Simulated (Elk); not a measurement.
Elk run on V (Im-3m, 1 atom in the cell): self-consistent single point

Level of theory: PBE, all-electron FP-LAPW, Elk's shipped species files, APW+lo basis with extra local orbitals (Elk 10.2.4).

The input file:

```
tasks
  0

xctype
  20

rgkmax
  8.0

gmaxvr
  16.0

nxlo
  2

lorbcnd
  .true.

rmtscf
  0.97

lmaxi
  3

swidth
  0.00367493

maxscl
  100

scale
  4.93395527

avec
   -0.5773502692    0.5773502692    0.5773502692
    0.5773502692   -0.5773502692    0.5773502692
    0.5773502692    0.5773502692   -0.5773502692

atoms
  1
  'V.in'
  1
  0.0000000000  0.0000000000  0.0000000000    0.0 0.0 0.0

ngridk
  9 9 9
```

Log, with long lists cut:

```
│ Elk code version 10.2.4 │

All units are atomic (Hartree, Bohr, etc.)

│ Ground-state run starting from atomic densities │

Lattice vectors :
  -2.848620403       2.848620403       2.848620403
   2.848620403      -2.848620403       2.848620403
   2.848620403       2.848620403      -2.848620403

Unit cell volume      :    92.46209580
Brillouin zone volume :    2.682723242

Muffin-tin inner radius fraction :   0.1000000000E-01

Nuclei treated as point charges

Species :    1 (V)
 parameters loaded from : V.in
 name : vanadium
 nuclear charge    :   -23.00000000
 electronic charge :    23.00000000
 atomic mass :    92860.67375
 muffin-tin radius :    2.328000000
 number of radial points in muffin-tin :    497
 atomic positions (lattice), magnetic fields (Cartesian) :
   1 :   0.00000000  0.00000000  0.00000000    0.00000000  0.00000000  0.00000000

Total number of atoms per unit cell :    1

Spin treatment :
 spin-unpolarised

Number of Bravais lattice symmetries :   48
Number of crystal symmetries         :   48
Crystal has inversion symmetry
Real symmetric eigensolver will be used

k-point grid :      9     9     9
k-point offset :    0.000000000       0.000000000       0.000000000
k-point set is reduced with full crystal symmetry group
Total number of k-points :       35

Muffin-tin radius times maximum |G+k| :    8.000000000
 using average radius
Maximum |G+k| for APW functions       :    3.436426117
Maximum (1/2)|G+k|²                   :    5.904512228
Maximum |G| for potential and density :    16.00000000
 potential will be trimmed for |G| > 2 gkmax
Constant for pseudocharge density :    9
Radial integration step length :    4

G-vector grid sizes :     27    27    27
Number of G-vectors :     6459

Maximum angular momentum used for
 APW functions                      :    8
 outer part of muffin-tin           :    6
 inner part of muffin-tin           :    3

Total nuclear charge    :   -23.00000000
Total core charge       :    10.00000000
Total valence charge    :    13.00000000
Total excess charge     :    0.000000000
Total electronic charge :    23.00000000

Effective Wigner radius, rₛ :   0.9863909885

Number of empty states         :    4
Total number of valence states :   11
Total number of core states    :   10

Conduction state local-orbitals added automatically
Total number of local-orbitals :   78

Exchange-correlation functional :     20     0     0
 Perdew-Burke-Ernzerhof, Phys. Rev. Lett. 77, 3865 (1996)
 gradient requirement :    1
 generalised gradient approximation (GGA)

Smearing type :    3
 Fermi-Dirac
Smearing width :   0.3674930000E-02
Effective electronic temperature (K) :    1160.451112

Mixing type :    3
 Broyden mixing, J. Phys. A: Math. Gen. 17, L317 (1984)

Kohn-Sham potential initialised from atomic data

│ Self-consistent loop started │
│ Loop number : 1 │
 total energy                :     -947.651204539
│ Loop number : 2 │
 total energy                :     -947.742087831
RMS change in Kohn-Sham potential (target) :   0.2670506541     (  0.1000000000E-05)
Absolute change in total energy (target)   :   0.9088329159E-01 (  0.1000000000E-03)
│ Loop number : 3 │
 total energy                :     -947.793949415
RMS change in Kohn-Sham potential (target) :   0.2607525184     (  0.1000000000E-05)
Absolute change in total energy (target)   :   0.7458240696E-01 (  0.1000000000E-03)
│ Loop number : 4 │
 total energy                :     -948.515719282
RMS change in Kohn-Sham potential (target) :   0.1462670790     (  0.1000000000E-05)
Absolute change in total energy (target)   :   0.7404154690     (  0.1000000000E-03)
│ Loop number : 5 │
 total energy                :     -949.093709836
RMS change in Kohn-Sham potential (target) :   0.5452563990E-01 (  0.1000000000E-05)
Absolute change in total energy (target)   :   0.7630944212     (  0.1000000000E-03)
│ Loop number : 6 │
 total energy                :     -949.272591801
RMS change in Kohn-Sham potential (target) :   0.1670964892E-01 (  0.1000000000E-05)
Absolute change in total energy (target)   :   0.3696555704     (  0.1000000000E-03)
│ Loop number : 7 │
 total energy                :     -949.369504056
RMS change in Kohn-Sham potential (target) :   0.1171409592E-02 (  0.1000000000E-05)
Absolute change in total energy (target)   :   0.1893261475     (  0.1000000000E-03)
│ Loop number : 8 │
 total energy                :     -949.366002826
RMS change in Kohn-Sham potential (target) :   0.7363559876E-03 (  0.1000000000E-05)
Absolute change in total energy (target)   :   0.4383030679E-01 (  0.1000000000E-03)
│ Loop number : 9 │
 total energy                :     -949.375681704
RMS change in Kohn-Sham potential (target) :   0.1818320449E-03 (  0.1000000000E-05)
Absolute change in total energy (target)   :   0.2063645428E-01 (  0.1000000000E-03)
│ Loop number : 10 │
 total energy                :     -949.373667641
RMS change in Kohn-Sham potential (target) :   0.1524902897E-04 (  0.1000000000E-05)
Absolute change in total energy (target)   :   0.3145051051E-02 (  0.1000000000E-03)
│ Loop number : 11 │
 total energy                :     -949.373527295
RMS change in Kohn-Sham potential (target) :   0.1035397673E-04 (  0.1000000000E-05)
Absolute change in total energy (target)   :   0.6459162840E-03 (  0.1000000000E-03)
│ Loop number : 12 │
 total energy                :     -949.373256913
RMS change in Kohn-Sham potential (target) :   0.2153616250E-06 (  0.1000000000E-05)
Absolute change in total energy (target)   :   0.1089028647E-03 (  0.1000000000E-03)
│ Loop number : 13 │
 total energy                :     -949.373250990
RMS change in Kohn-Sham potential (target) :   0.9543811578E-07 (  0.1000000000E-05)
Absolute change in total energy (target)   :   0.3314785636E-04 (  0.1000000000E-03)
Convergence targets achieved

│ Loop number : 14 │

Energies :
 Fermi                       :     0.353720059076
 sum of eigenvalues          :     -552.223577470
 electron kinetic            :      959.153756763
 core electron kinetic       :      875.828157866
 Coulomb                     :     -1863.05355498
 Coulomb potential           :     -1452.47255656
 nuclear-nuclear             :     -133.701501745
 electron-nuclear            :     -2006.23154991
 Hartree                     :      276.879496675
 Madelung                    :     -1136.81727670
 xc potential                :     -58.9047776770
 exchange                    :     -44.4556402037
 correlation                 :     -1.01560434920
 electron entropic           :    -0.220494752815E-02
 total energy                :     -949.373247714

Density of states at Fermi energy :    52.77788185
 (states/Hartree/unit cell)

Estimated indirect band gap :   0.1048200338E-02
 from k-point      6 to k-point     19
Estimated direct band gap   :   0.1174742994E-01
 at k-point      3

Charges :
 core                        :    10.00000000
 valence                     :    13.00000000
 interstitial                :    1.466084254
 muffin-tins (core leakage)
  species :    1 (V)
   atom    1                 :    21.53391575     (  0.2252384945E-09)
 total in muffin-tins        :    21.53391575
 total calculated charge     :    23.00392764
 total charge                :    23.00000000
 error                       :   0.3927635375E-02

│ Self-consistent loop stopped │
```

The run converged in 14 iterations. The count includes the last loop, which Elk runs after its targets are met.

The starting cell has typed, rounded lattice constants, without a prior relaxation at this level. Its lattice was rescaled by up to half a per cent. Spin polarisation is off. Values depend on the basis (sphere radii, cutoffs, local orbitals), which need not be converged. The log's line on a gap gives a spacing of levels on this mesh, which the program prints for metals too.
